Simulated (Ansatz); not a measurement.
An Ansatz (a program for electronic structure) input (Kohn–Sham DFT with the PBE-D3(BJ) functional, run in Ansatz with PAW and 420 eV plane waves, no SOC, earlier PAW set):

Ansatz 0.2 input:
```yaml
crystal:
  lattice:
    - [3.149441389, 0, 0]
    - [-1.5747206945, 2.7274962506, 0]
    - [0, 0, 12.0914958652]
  atoms:
    - { symbol: Mo, position: [0.3333333333, 0.6666666667, 0.25] }
    - { symbol: Mo, position: [0.6666666667, 0.3333333333, 0.75] }
    - { symbol: S, position: [0.3333333333, 0.6666666667, 0.6205031338] }
    - { symbol: S, position: [0.6666666667, 0.3333333333, 0.1205031338] }
    - { symbol: S, position: [0.6666666667, 0.3333333333, 0.3794968662] }
    - { symbol: S, position: [0.3333333333, 0.6666666667, 0.8794968662] }
basis: { ecutwfc: 420, ecutrho_ratio: 4, xc_grid: 2, fft_grid_basis: typed }
kpoints: { mp_grid: { grid: [17, 17, 4] } }
hamiltonian:
  xc: pbe
  dispersion: d3bj
  pseudopotentials: { azcp: { folder: ./paw }, kind: paw }
total_charge: -1.03867
scf: { occupations: { method: fermi_dirac, width: 0.0259 }, convergence: { dr2_threshold: 0.0000000006 } }
relax: { f_tol: 0.005, max_steps: 30 }
output: { forces: true, stress: true }
checkpoint: { write: state.ck, write_every: 1000 }
```

Problem. Which symmetry and how many k-points will the program report, and about how many plane waves at Γ?

Solution. Space group P63/mmc (ITA 194) with 24 operations, k-points 99 of 1156, and 2009 plane waves at Γ.

Carriers are added with a uniform compensating background; total energy and stress of such cells depend on the potential's zero and are not compared; many-body gap narrowing is missing at this level. No phonon test of stability was made. The cell was made from MoS2 in the 2H-MoS2 type structure (space group P6_3/mmc, No. 194; layered, stacked along the Cartesian z axis) by this change: electrons 1.0×10^22 cm⁻³.
